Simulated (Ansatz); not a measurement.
The parent structure is MgS in the rock salt structure (space group Fm-3m, No. 225).

```
CELL_PARAMETERS angstrom
      0.00000     2.56462     2.56462
      2.56462     0.00000     2.56462
      2.56462     2.56462     0.00000
ATOMIC_POSITIONS crystal
  Mg 0.00000 0.00000 0.00000
  S  0.50000 0.50000 0.50000
```

Cartesian axes are those of the cell as printed.

All numbers come from LDA/PAW in Ansatz (a first-principles code), no spin-orbit coupling.

Strains are applied to the cell and any free atomic positions relax; under biaxial strain the out-of-plane vector relaxes too.

One change was made to it. Results:

The band gap drops by 0.10 eV to 2.55 eV; the valence-band top at Γ (three highest levels, from the VBM) changes from 0.00, 0.00, 0.00 eV to 0.00, 0.00, -0.41 eV; the pressure (mean of the normal stresses, compression positive) goes from zero to 3.26 GPa.

Problem. Which change produced these results?
(A) biaxial strain −0.83 %, plane normal [111], relaxed out of plane
(B) biaxial strain −2.50 %, plane normal [111], relaxed out of plane
(C) biaxial strain +0.83 %, plane normal [111], relaxed out of plane

Solution. B, biaxial strain −2.50 %, plane normal [111], relaxed out of plane. For comparison, the valence-band top at Γ in the other runs: biaxial strain −0.83 %, plane normal [111], relaxed out of plane gives 0.00, 0.00, -0.13 eV; biaxial strain +0.83 %, plane normal [111], relaxed out of plane gives 0.00, -0.12, -0.12 eV.

Whether these cells are dynamically stable was not tested.
